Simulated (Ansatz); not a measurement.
System: interstitial F in diamond (charge state -1). These are PBE, PAW (plane waves to 420 eV; Ansatz, an electronic-structure program) values and carry that method's errors.

Cell of 64 host sites held at the relaxed PBE lattice; a 2×2×2 k-point mesh shifted by half a step; Fermi-Dirac width 0.01 eV, spin-restricted; finite-size errors left in. Static, classical nuclei. The host's phase is taken as given; its stability against other phases was not computed. The charge state is imposed; whether it is stable for some Fermi level was not computed. Sites that were not tried may lie lower.

Barriers: single points on a 3×3×3 k-point mesh shifted by half a step at the bands' geometries.

Relaxed starting cell (atoms counted from 1):

```yaml
crystal:
  lattice:
    - [7.14310, 0.00000, 0.00000]
    - [0.00000, 7.14310, 0.00000]
    - [0.00000, 0.00000, 7.14310]
  atoms:
    - { symbol: C, position: [0.93144, 0.06365, 0.31439] }
    - { symbol: C, position: [0.99856, 0.99998, 0.75130] }
    - { symbol: C, position: [0.99855, 0.50059, 0.25069] }
    - { symbol: C, position: [0.00003, 0.49959, 0.75032] }
    - { symbol: C, position: [0.49739, 0.99936, 0.25008] }
    - { symbol: C, position: [0.50191, 0.99900, 0.74747] }
    - { symbol: C, position: [0.50192, 0.49674, 0.24974] }
    - { symbol: C, position: [0.49968, 0.49893, 0.74964] }
    - { symbol: C, position: [0.12371, 0.37284, 0.12576] }
    - { symbol: C, position: [0.12378, 0.37967, 0.63039] }
    - { symbol: C, position: [0.16722, 0.83265, 0.08335] }
    - { symbol: C, position: [0.12373, 0.87503, 0.62356] }
    - { symbol: C, position: [0.62111, 0.37757, 0.12562] }
    - { symbol: C, position: [0.62336, 0.37522, 0.62595] }
    - { symbol: C, position: [0.62546, 0.87441, 0.12514] }
    - { symbol: C, position: [0.62111, 0.87489, 0.62829] }
    - { symbol: C, position: [0.99858, 0.24667, 0.00421] }
    - { symbol: C, position: [0.99544, 0.26124, 0.51195] }
    - { symbol: C, position: [0.00495, 0.74002, 0.99070] }
    - { symbol: C, position: [0.99859, 0.75347, 0.49741] }
    - { symbol: C, position: [0.49851, 0.24839, 0.00133] }
    - { symbol: C, position: [0.49497, 0.25010, 0.50083] }
    - { symbol: C, position: [0.50560, 0.74641, 0.99716] }
    - { symbol: C, position: [0.49852, 0.75063, 0.49912] }
    - { symbol: C, position: [0.11276, 0.14138, 0.39211] }
    - { symbol: C, position: [0.12553, 0.11986, 0.87569] }
    - { symbol: C, position: [0.12552, 0.62496, 0.37058] }
    - { symbol: C, position: [0.12627, 0.61820, 0.86893] }
    - { symbol: C, position: [0.61689, 0.12699, 0.37769] }
    - { symbol: C, position: [0.62452, 0.12397, 0.87697] }
    - { symbol: C, position: [0.62452, 0.62625, 0.37471] }
    - { symbol: C, position: [0.62837, 0.62338, 0.87410] }
    - { symbol: C, position: [0.26520, 0.98940, 0.98232] }
    - { symbol: C, position: [0.24445, 0.00172, 0.49914] }
    - { symbol: C, position: [0.25161, 0.49390, 0.99823] }
    - { symbol: C, position: [0.24845, 0.50021, 0.49933] }
    - { symbol: C, position: [0.75058, 0.00082, 0.00376] }
    - { symbol: C, position: [0.74101, 0.00220, 0.50777] }
    - { symbol: C, position: [0.75057, 0.49987, 0.00149] }
    - { symbol: C, position: [0.74813, 0.50391, 0.50128] }
    - { symbol: C, position: [0.37244, 0.37384, 0.37462] }
    - { symbol: C, position: [0.37480, 0.37103, 0.87444] }
    - { symbol: C, position: [0.37307, 0.87304, 0.37086] }
    - { symbol: C, position: [0.38493, 0.87167, 0.86412] }
    - { symbol: C, position: [0.87083, 0.38136, 0.37865] }
    - { symbol: C, position: [0.87530, 0.37402, 0.87764] }
    - { symbol: C, position: [0.86171, 0.88190, 0.38637] }
    - { symbol: C, position: [0.87733, 0.87476, 0.87680] }
    - { symbol: C, position: [0.24444, 0.24840, 0.25245] }
    - { symbol: C, position: [0.24845, 0.24860, 0.75093] }
    - { symbol: C, position: [0.26520, 0.73163, 0.24010] }
    - { symbol: C, position: [0.25161, 0.74749, 0.74460] }
    - { symbol: C, position: [0.74102, 0.25704, 0.25292] }
    - { symbol: C, position: [0.74813, 0.25055, 0.75462] }
    - { symbol: C, position: [0.75060, 0.75305, 0.25155] }
    - { symbol: C, position: [0.75055, 0.75078, 0.75059] }
    - { symbol: C, position: [0.37308, 0.12014, 0.12375] }
    - { symbol: C, position: [0.37243, 0.12387, 0.62459] }
    - { symbol: C, position: [0.38495, 0.61338, 0.12245] }
    - { symbol: C, position: [0.37481, 0.62371, 0.62176] }
    - { symbol: C, position: [0.86168, 0.13566, 0.13264] }
    - { symbol: C, position: [0.87083, 0.12794, 0.63206] }
    - { symbol: C, position: [0.87735, 0.62608, 0.12547] }
    - { symbol: C, position: [0.87530, 0.62690, 0.62477] }
    - { symbol: F, position: [0.09666, 0.95029, 0.20091] }
```
Cell charge -1.

End state 1 differs by these moves (Å; atoms that move under 0.08 Å are left out):

| atom | element | Δx | Δy | Δz |
|---|---|---|---|---|
| 1 | C | 0.95 | 0.00 | -0.95 |
| 11 | C | -0.22 | 0.35 | 0.21 |
| 17 | C | 0.03 | 0.07 | -0.09 |
| 18 | C | 0.05 | -0.09 | -0.12 |
| 19 | C | -0.03 | 0.09 | 0.07 |
| 20 | C | -0.06 | -0.16 | 0.13 |
| 25 | C | 0.21 | 0.00 | -0.21 |
| 33 | C | -0.06 | 0.09 | 0.07 |
| 38 | C | -0.07 | -0.09 | 0.06 |
| 47 | C | -0.21 | -0.35 | 0.22 |
| 49 | C | 0.12 | 0.09 | -0.05 |
| 51 | C | -0.13 | 0.16 | 0.06 |
| 53 | C | 0.09 | -0.07 | -0.03 |
| 55 | C | -0.07 | -0.09 | 0.03 |
| 57 | C | 0.06 | 0.06 | -0.02 |
| 59 | C | -0.08 | 0.10 | 0.02 |
| 61 | C | 0.15 | 0.00 | -0.15 |
| 62 | C | 0.02 | -0.06 | -0.06 |
| 64 | C | -0.02 | -0.10 | 0.08 |
| 65 | F | -1.04 | 0.00 | 1.04 |

Task: Give the forward and backward barriers to end state 1 at the level PBE, PAW.

Result: forward 0.46 eV, backward 0.46 eV; at the saddle point atom 65 has neighbours C at 1.35, C at 1.57, C at 1.76, 2 C at 2.03, 2 C at 2.17 Å. The program found a first-order saddle point.
